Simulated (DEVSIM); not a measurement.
System: Au/Al2O3/n-InP capacitor, at 300 K.

Layer 1 from the left is Al2O3, thickness (nm) 28.0. Layer 2 from the left is InP, thickness (nm) 10000, Nd (cm⁻³) 3.7e15.

Metal gate on the left, work function 5.1 eV. Fixed charge at the semiconductor interface 1.3e11 cm⁻² (in units of +e); no interface traps.

This is a model device: material constants are rounded textbook-type values typed into the input, and sizes, dopings and lifetimes were drawn at random. Values at 300 K.

Al2O3: gap (eV) 6.8, affinity (eV) 1.35, permittivity 9. InP: gap (eV) 1.344, affinity (eV) 4.38, permittivity 12.5, Nc (cm⁻³) 5.7e17, Nv (cm⁻³) 1.1e19.

**Question.** Estimate by hand the flat-band voltage, the threshold voltage, and compare with a numerical solution.

**Answer.** 
- Flat-band voltage: C = 0.285 μF/cm², work-function difference 0.590 V; VFB = φms − qNf/C = 0.52 V; numerical 0.52 V.
- Threshold voltage: φF = 0.504 V, depletion charge √(4εqNφF) = 3.64e-8 C/cm²; VT = VFB − 2φF − Qd/C = -0.62 V; numerical -0.62 V.

Model (solved in DEVSIM): 1D Poisson equation in equilibrium, Boltzmann statistics, complete ionisation; no quantum confinement or tunnelling. Metal contacts follow the ideal Schottky-Mott rule: no Fermi-level pinning, no interface dipoles.
